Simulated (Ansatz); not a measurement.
Na2CO3, pressure series

Consider Na$_{2}$CO$_{3}$ (space group P6_3/mmc, No. 194; a = 5.2159 Å, c = 6.1315 Å; a cell from a computed database, its experimental status unchecked).

Cell and atoms are relaxed at each pressure.

Level of theory: DFT with r2SCAN, PAW potentials and a 500 eV plane-wave cutoff in Ansatz (a quantum-chemistry and plane-wave program), no spin-orbit coupling.

| case | lattice parameter a | band gap | c/a ratio |
|---|---|---|---|
| base | 5.216 Å | 3.98 eV | 1.176 |
| pressure −2 GPa | 5.255 Å | 3.78 eV | 1.208 |
| pressure −1 GPa | 5.234 Å | 3.89 eV | 1.191 |
| pressure 3 GPa | 5.172 Å | 4.23 eV | 1.138 |
| pressure 7 GPa | 5.129 Å | 4.50 eV | 1.102 |
| pressure 15 GPa | 5.067 Å | 4.93 eV | 1.051 |
| pressure 30 GPa | 4.984 Å | 5.53 eV | 0.994 |
| pressure 50 GPa | 4.902 Å | 5.51 eV | 0.950 |
| pressure 75 GPa | 4.823 Å | 5.51 eV | 0.916 |
| pressure 100 GPa | 4.758 Å | 5.53 eV | 0.894 |

From pressure 50 GPa on, the axis ratios lie over 15 % from the base's, so the cell there is far from its starting form. Load acts through the strain it causes; cell and atoms are relaxed under it. Whether these cells are dynamically stable was not tested. No other phases were tried under pressure.
